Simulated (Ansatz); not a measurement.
TaN (Fm-3m, No. 225, 2 atoms in the cell; start mp-251; a measured phase of this formula has another space group) was calculated with PBE (Ansatz, a quantum-chemistry and plane-wave program, PAW).

Numerical settings: plane-wave cutoff 520 eV, 22×22×22 k mesh, Fermi–Dirac smearing 0.05 eV, scalar-relativistic PAW data made under PBE.

Cell (relaxed at this level):

```cif
data_N4Ta4
_chemical_formula_sum 'Ta4 N4'
_space_group_name_H-M_alt 'Fm-3m'
_space_group_IT_number 225
_space_group_name_Hall '-F 4 2 3'
_cell_length_a 4.41703
_cell_length_b 4.41703
_cell_length_c 4.41703
_cell_angle_alpha 90.000
_cell_angle_beta 90.000
_cell_angle_gamma 90.000
loop_
_atom_site_label
_atom_site_type_symbol
_atom_site_symmetry_multiplicity
_atom_site_Wyckoff_symbol
_atom_site_fract_x
_atom_site_fract_y
_atom_site_fract_z
_atom_site_occupancy
Ta1 Ta 4 b 0.50000 0.50000 0.50000 1
N1 N 4 a 0.00000 0.00000 0.00000 1
```
(The calculation used a cell of 2 atoms; values per cell refer to that cell.)

Question: Estimate the bulk modulus B0 that the calculation returns.

Answer: 
- bulk modulus B0: 331 GPa

The run finds no gap.

Note: the bulk modulus is −V dP/dV from two relaxed cells at ±2 % in volume; the relaxation could not lower the start's symmetry, so the cell can be a saddle point above a distorted one.

Spin–orbit coupling is not included; it can open a gap where bands touch, and shift volumes and moduli.

It cost about 50 core-seconds (a rough figure) of CPU time.

A start named mp-… is a Materials Project structure, which need not be a measured phase.
